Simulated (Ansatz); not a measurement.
The boundary is one mirror-built cell; no search for the lowest one was made.

System: Σ11 (113) symmetric tilt boundary in fcc Ir, with one F atom a cell (12.4 Å²) in the boundary; relaxed on a coarser mesh with the in-plane cell held.

Here is the system:

```yaml
crystal:
  lattice:
    - [2.73748, 0.00000, 0.00000]
    - [1.36874, 4.53960, 0.00000]
    - [0.00000, 0.00000, 41.38463]
  atoms:
    - { symbol: Ir, position: [0.99141, 0.01717, 0.02507] }
    - { symbol: Ir, position: [0.26579, 0.46842, 0.05641] }
    - { symbol: Ir, position: [0.53929, 0.92142, 0.08217] }
    - { symbol: Ir, position: [0.81198, 0.37603, 0.11151] }
    - { symbol: Ir, position: [0.08431, 0.83137, 0.13944] }
    - { symbol: Ir, position: [0.35704, 0.28592, 0.16763] }
    - { symbol: Ir, position: [0.62977, 0.74046, 0.19583] }
    - { symbol: Ir, position: [0.90250, 0.19501, 0.22402] }
    - { symbol: Ir, position: [0.17522, 0.64955, 0.25222] }
    - { symbol: Ir, position: [0.44795, 0.10410, 0.28041] }
    - { symbol: Ir, position: [0.72068, 0.55864, 0.30860] }
    - { symbol: Ir, position: [0.99341, 0.01319, 0.33680] }
    - { symbol: Ir, position: [0.26613, 0.46773, 0.36499] }
    - { symbol: Ir, position: [0.53886, 0.92228, 0.39318] }
    - { symbol: Ir, position: [0.81186, 0.37628, 0.42190] }
    - { symbol: Ir, position: [0.08347, 0.83306, 0.44900] }
    - { symbol: Ir, position: [0.35579, 0.28842, 0.47666] }
    - { symbol: Ir, position: [0.75672, 0.48657, 0.52507] }
    - { symbol: Ir, position: [0.35579, 0.28842, 0.57348] }
    - { symbol: Ir, position: [0.08347, 0.83306, 0.60114] }
    - { symbol: Ir, position: [0.81186, 0.37628, 0.62824] }
    - { symbol: Ir, position: [0.53886, 0.92228, 0.65696] }
    - { symbol: Ir, position: [0.26613, 0.46773, 0.68515] }
    - { symbol: Ir, position: [0.99341, 0.01319, 0.71335] }
    - { symbol: Ir, position: [0.72068, 0.55864, 0.74154] }
    - { symbol: Ir, position: [0.44795, 0.10410, 0.76973] }
    - { symbol: Ir, position: [0.17522, 0.64955, 0.79793] }
    - { symbol: Ir, position: [0.90250, 0.19501, 0.82612] }
    - { symbol: Ir, position: [0.62977, 0.74046, 0.85431] }
    - { symbol: Ir, position: [0.35704, 0.28592, 0.88251] }
    - { symbol: Ir, position: [0.08431, 0.83137, 0.91070] }
    - { symbol: Ir, position: [0.81198, 0.37603, 0.93864] }
    - { symbol: Ir, position: [0.53929, 0.92142, 0.96797] }
    - { symbol: Ir, position: [0.26579, 0.46842, 0.99373] }
    - { symbol: F, position: [0.06026, 0.87948, 0.52507] }
```

The resistance of the junction is A R = A (h/e²)[1/T − 1/(2N₁) − 1/(2N₂)] a spin, with T the transmission and N₁, N₂ the leads' channels in a cell of area A; the spins conduct in parallel.

Values are means of three energies within 0.05 eV of the Fermi level, on a potential converged at a Fermi-Dirac width of 0.05 eV. Resistances leave out the leads' Sharvin resistance. Spin-orbit coupling is left out.

Problem. Give the specific resistance of the junction and the share of channels that pass that Ansatz (an electronic-structure program) with PBE yields.

Solution. AR = 1.1 × 10⁻¹⁵ Ω m²; 31 % of the channels of the narrower lead pass.
